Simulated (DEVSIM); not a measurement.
System: illuminated Si n-on-p cell, one wavelength, with a back-surface field, at 300 K.

```tsv
layer (left to right)	material	thickness (μm)	Nd (cm⁻³)	Na (cm⁻³)	τn (s)	τp (s)	absorption coefficient (cm⁻¹)
1	Si	0.250	8.1e17	-	8.8e-6	1.3e-5	21000
2	Si	66.0	-	1e15	0.00042	0.00042	21000
3	Si	0.290	-	2.8e18	0.00042	0.00042	21000
```

Left contact: ohmic, minority hole recombination velocity 10 cm/s. Right contact: ohmic, minority electron recombination velocity 3e6 cm/s. Voltage is applied to the left contact. Recombination: SRH at mid-gap, radiative, Auger. Light enters at the left, 1.3e18 photons cm⁻² s⁻¹, one pass, no reflection. Mobility is μmin + (μ − μmin)/(1 + (N/Nref)^α).

This is a model device: material constants are rounded textbook-type values typed into the input, and sizes, dopings and lifetimes were drawn at random. Values at 300 K.

```tsv
parameter	Si
gap (eV)	1.124
affinity (eV)	4.05
permittivity	11.7
Nc (cm⁻³)	2.86e19
Nv (cm⁻³)	3.1e19
μn (cm²/Vs)	1417
μp (cm²/Vs)	470
μn,min	52
μp,min	45
Nref,n	9.7e16
Nref,p	2.2e17
αn	0.68
αp	0.72
B (cm³/s)	4.7e-15
Cn (cm⁶/s)	2.8e-31
Cp (cm⁶/s)	9.9e-32
```

DEVSIM, 1D drift-diffusion, Boltzmann statistics, complete ionisation; no tunnelling, impact ionisation, image-force lowering or self-heating.

The photon flux was swept, all else fixed.

```
photon flux (cm^-2 s^-1)  largest power (mW/cm²)  short-circuit current (mA/cm²)  fill factor  open-circuit voltage (V)
------------------------  ----------------------  ------------------------------  -----------  ------------------------
3.9e16                                      2.96                            6.24         0.82                     0.580
1.3e17                                      10.5                            20.8         0.82                     0.612
3.9e17                                      33.3                            62.4         0.83                     0.642
1.3e18                                       117                             208         0.84                     0.674
3.9e18                                       370                             624         0.84                     0.704
1.3e19                                      1290                            2080         0.84                     0.736
3.9e19                                      4060                            6240         0.85                     0.767
```

From the first row to the last the largest power goes from 2.96 to 4060. From the first row to the last the short-circuit current goes from 6.24 to 6240.
